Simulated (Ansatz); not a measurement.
An Ansatz (a quantum-chemistry and plane-wave program) run: ZnGeP2 with a change (uniaxial strain ε_zz = +1.50 %); LDA (Ansatz), no SOC.

Input:

Ansatz 0.2 input:
```yaml
crystal:
  lattice:
    - [-2.6869751953, 2.6869751953, 5.3924395726]
    - [2.6869751953, -2.6869751953, 5.3924395726]
    - [2.6869751953, 2.6869751953, -5.3924395726]
  atoms:
    - { symbol: Zn, position: [0, 0, 0] }
    - { symbol: Zn, position: [0.75, 0.25, 0.5] }
    - { symbol: Ge, position: [0.5, 0.5, 0] }
    - { symbol: Ge, position: [0.25, 0.75, 0.5] }
    - { symbol: P, position: [0.875, 0.8746060931, 0.4996060931] }
    - { symbol: P, position: [0.1253939069, 0.625, 0.0003939069] }
    - { symbol: P, position: [0.375, 0.3753939069, 0.5003939069] }
    - { symbol: P, position: [0.6246060931, 0.125, 0.9996060931] }
basis: { ecutwfc: 420, ecutrho_ratio: 4, xc_grid: 2, fft_grid_basis: typed }
kpoints: { mp_grid: { grid: [9, 9, 9] } }
hamiltonian:
  xc: lda
  dispersion: none
  pseudopotentials: { kind: paw }
scf: { occupations: { method: fermi_dirac, width: 0.05 }, convergence: { dr2_threshold: 0.0000000008 } }
relax: { f_tol: 0.005, max_steps: 50 }
output: { forces: true, stress: true }
checkpoint: { write: state.ck, write_every: 1000 }
```

Output (explanatory and most iteration lines left out):

```
Relaxation: its limit of steps is 50 (relax.max_steps)
Pseudopotential: Zn, paw, valence charge 12
Pseudopotential: Ge, paw, valence charge 14
Pseudopotential: P, paw, valence charge 5
Crystal: 8 atoms, lattice volume = 155.730 Å³
Basis set: ecut = 420 eV, 2979 PW (Γ), exchange–correlation on 90×90×90 points (8 copies of the dense FFT grid, shifted against one another)
Bands: 44, of which v1, the nominal top of the filled ones, is band 36 counted from 1 (35 counted from 0)
Symmetry: 8 space group operations
Space group: I-42d (ITA 122), of the structure as read, at distance tolerance 5.4e-5 Å
k-points: 75 of 729 (time reversal used)
Functional: x = slater, c = lda
SCF iter   1: F=—  HF=-17829.531364 eV  |F-HF|=—  |Δ(HF+E_count)|=         —  Δρ=5.61e-3  dr2=3.90e-2  ethr=1.77e-3  ⟨swp⟩=8.8  Hψ=15743  notcnv=0  defer=7
SCF iter   2: F=—  HF=-17829.517533 eV  |F-HF|=—  |Δ(HF+E_count)|=   1.38e-2  Δρ=2.71e-3  dr2=8.95e-3  ethr=5.42e-5  ⟨swp⟩=3.0  Hψ=6337  notcnv=0  defer=109
SCF 1 converged in 9 iterations: F = -17829.514784 eV  dr2 = 3.44e-10
relax step   1: F+E_penalty+E_count = -17829.51478377 eV  Δ(F+E_penalty+E_count) = +0.000e0 eV  max|allowed force component| = 3.903e-3 eV/Å  Δτ_max = 0.0000 Å  (9 SCF iters, accepted)
SCF converged after 9 iterations
Free energy (F): -17829.514784 eV
Internal energy: -17829.514783 eV  (E = F + TS)
E sigma→0 (E₀):  -17829.514783 eV
Entropy (-TS):   -0.000001 eV (-0.000 meV/atom)
Fermi energy:    7.953567 eV
--- Forces (eV/Å), atoms counted from 1 ---
  atom   1  Zn     0.00000000     0.00000000     0.00000000
  atom   2  Zn     0.00000000    -0.00000000     0.00000000
  atom   3  Ge     0.00000000     0.00000000     0.00000000
  atom   4  Ge     0.00000000     0.00000000     0.00000000
  atom   5  P      0.00390314    -0.00000000     0.00000000
  atom   6  P     -0.00000000    -0.00390314     0.00000000
  atom   7  P     -0.00390314     0.00000000     0.00000000
  atom   8  P      0.00000000     0.00390314     0.00000000
--- Stress (GPa, compression-positive) ---
       -0.907420       0.000000       0.000000
       -0.000000      -0.907420      -0.000000
        0.000000      -0.000000      -2.045395
  P = ⅓ Tr σ = -1.2867 GPa (-12.867 kbar)
--- Relaxed structure (1 steps of the walk, 1 accepted, 0 SCFs on fresh bases) ---
  atoms:
    - { symbol: Zn, position: [0.0, 0.0, 0.0] }
    - { symbol: Zn, position: [0.7499999999999999, 0.25, 0.5] }
    - { symbol: Ge, position: [0.49999999999999994, 0.49999999999999994, 0.0] }
    - { symbol: Ge, position: [0.25, 0.7499999999999999, 0.5] }
    - { symbol: P, position: [0.8749999999999999, 0.8746060931, 0.4996060930999999] }
    - { symbol: P, position: [0.1253939068999999, 0.625, 0.00039390689999996287] }
    - { symbol: P, position: [0.375, 0.3753939069, 0.5003939069] }
    - { symbol: P, position: [0.6246060931000003, 0.1250000000000001, 0.9996060931000001] }
```

No phonon test of stability was made. The cell was made from ZnGeP2 in the chalcopyrite structure (space group I-42d, No. 122) by this change: uniaxial strain ε_zz = +1.50 %.
